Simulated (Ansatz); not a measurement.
Band structure of PW (Pnma, 8 atoms in the cell).

```xyz
8
Lattice="5.7417 0.0000 0.0000 0.0000 3.2706 0.0000 0.0000 0.0000 6.2033" Properties=species:S:1:pos:R:3 pbc="T T T"
P      1.8051     2.4530     3.5225
P      3.9366     0.8177     2.6808
P      1.0658     0.8177     0.4208
P      4.6759     2.4530     5.7825
W      5.6630     2.4530     1.9403
W      0.0787     0.8177     4.2630
W      2.9496     0.8177     5.0419
W      2.7921     2.4530     1.1614
```

Level of theory: PBEsol, PAW files made with PBE (plane waves; Ansatz, a program for electronic structure).

Settings: kpoints.mp_grid.grid = 3 6 3; hamiltonian.xc = pbesol; hamiltonian.pseudopotentials = {kind: paw} (the program's default PAW files); scf.occupations.method = gaussian; scf.occupations.width = 0.136 eV; kpoints.band_path.npoints = 8.

The starting cell comes from a database of computed structures (which also holds hypothetical and non-ambient phases and stackings), without a prior relaxation at this level. Spin-orbit coupling is off. Spin polarisation is off.

Levels in eV from the Fermi level, bands 35 to 42:
```tsv
point	35	36	37	38	39	40	41	42
Γ	-1.13	-0.95	-0.85	-0.72	-0.56	0.48	0.75	1.16
X	-2.44	-2.44	-0.35	-0.35	-0.06	-0.06	1.91	1.91
S	-2.58	-2.58	0.96	0.96	0.96	0.96	2.19	2.19
Y	-1.19	-1.19	-0.64	-0.64	0.45	0.45	1.35	1.35
Z	-1.68	-1.68	-1.45	-1.45	0.15	0.15	0.84	0.84
U	-1.88	-1.88	-0.34	-0.34	0.50	0.50	2.04	2.04
R	-2.11	-2.11	0.39	0.39	0.39	0.39	2.13	2.13
T	-1.42	-1.42	-0.93	-0.93	0.40	0.40	0.71	0.71
```

Bands cross the Fermi level along this path, so the cell is metallic at this level.

Keys are those of Ansatz 0.2.
